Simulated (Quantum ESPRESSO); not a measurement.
**Short convergence ladders for NiSi₂ (Fm-3m, 3 atoms in the cell)**

```
CELL_PARAMETERS angstrom
      0.00000     2.69688     2.69688
      2.69688     0.00000     2.69688
      2.69688     2.69688     0.00000
ATOMIC_POSITIONS crystal
  Si 0.25000 0.25000 0.25000
  Si 0.75000 0.75000 0.75000
  Ni 0.00000 0.00000 0.00000
```

Base method: PBE, SSSP 1.1.2 efficiency (PBE) pseudopotentials (plane waves; Quantum ESPRESSO).

Base settings: ecutwfc = 50 Ry; ecutrho = 400 Ry; occupations = smearing; smearing = gauss; degauss = 0.0073499 Ry; potentials = {Si: Si.pbe-n-rrkjus_psl.1.0.0.UPF, Ni: ni_pbe_v1.4.uspp.F.UPF}; K_POINTS = automatic 5 5 5 0 0 0; conv_thr = 1e-10 Ry; mixing_beta = 0.4.

Core times come from one kind of shared machine, to one figure; runs under 30 s give none.

**Zone-centre phonons against the cutoff**

In this ladder: ph.x.tr2_ph = 1e-14; ph.x.fildyn = dyn.G; dynmat.x.fildyn = dyn.G; dynmat.x.asr = crystal. Moved along: ecutrho.

The mesh stays at the base's, so the ladder's end is converged at best in this setting alone.

Frequencies are those of the unrelaxed cell, without the LO-TO term of polar crystals.

Only quantities that move along the ladder and can be compared are tabulated.

| ecutwfc | highest zone-centre frequency (cm⁻¹) | lowest optical frequency (cm⁻¹) |
|---|---|---|
| 25 Ry | 351.5 | 329.3 |
| 30 Ry | 346.8 | 316.8 |
| 35 Ry | 345.6 | 320.6 |
| 50 Ry | 344.9 | 321.1 |
| 75 Ry | 344.9 | 321.4 |

Coarsest ecutwfc that holds the highest zone-centre frequency within 1 cm⁻¹ of the last step, with all finer ones: 35 Ry; the step before is off by 1.9 cm⁻¹.

Coarsest ecutwfc that holds the lowest optical frequency within 1 cm⁻¹ of the last step, with all finer ones: 35 Ry; the step before is off by 4.5 cm⁻¹.

**Zone-centre phonons against the mesh**

In this ladder: ph.x.tr2_ph = 1e-14; ph.x.fildyn = dyn.G; dynmat.x.fildyn = dyn.G; dynmat.x.asr = crystal.

Frequencies are those of the unrelaxed cell, without the LO-TO term of polar crystals.

Only quantities that move along the ladder and can be compared are tabulated.

| K_POINTS | highest zone-centre frequency (cm⁻¹) | lowest optical frequency (cm⁻¹) |
|---|---|---|
| automatic 3 3 3 0 0 0 | 374.1 | 337.5 |
| automatic 8 8 8 0 0 0 | 317.7 | 307.9 |
| automatic 10 10 10 0 0 0 | 341.2 | 316.6 |
| automatic 16 16 16 0 0 0 | 329.0 | 315.7 |

Coarsest K_POINTS that holds the highest zone-centre frequency within 10 cm⁻¹: not settled: the last two steps still differ by 12 cm⁻¹, over half the tolerance, so the ladder does not show it.

Coarsest K_POINTS that holds the lowest optical frequency within 10 cm⁻¹ of the last step, with all finer ones: automatic 8 8 8 0 0 0; the step before is off by 22 cm⁻¹.

**Zone-centre phonons against the SCF threshold**

In this ladder: ph.x.tr2_ph = 1e-14; ph.x.fildyn = dyn.G; dynmat.x.fildyn = dyn.G; dynmat.x.asr = crystal.

The mesh stays at the base's, so the ladder's end is converged at best in this setting alone.

Frequencies are those of the unrelaxed cell, without the LO-TO term of polar crystals.

Only quantities that move along the ladder and can be compared are tabulated.

```tsv
conv_thr	lowest optical frequency (cm⁻¹)	core time / last (rough)
7.3e-05 Ry	273.6	1
7.3e-07 Ry	328.9	1.0
7.3e-09 Ry	320.7	1.0
7.3e-13 Ry	321.1	1
```

Coarsest conv_thr that holds the lowest optical frequency within 10 cm⁻¹ of the last step, with all finer ones: 7.3e-07 Ry; the step before is off by 47 cm⁻¹.

On the base run: the starting cell has typed, rounded lattice constants, without a prior relaxation at this level. Its lattice was rescaled by up to half a per cent. Spin polarisation is off. In the base run, with a pressure of about 5 GPa the cell is away from its equilibrium volume at this level.
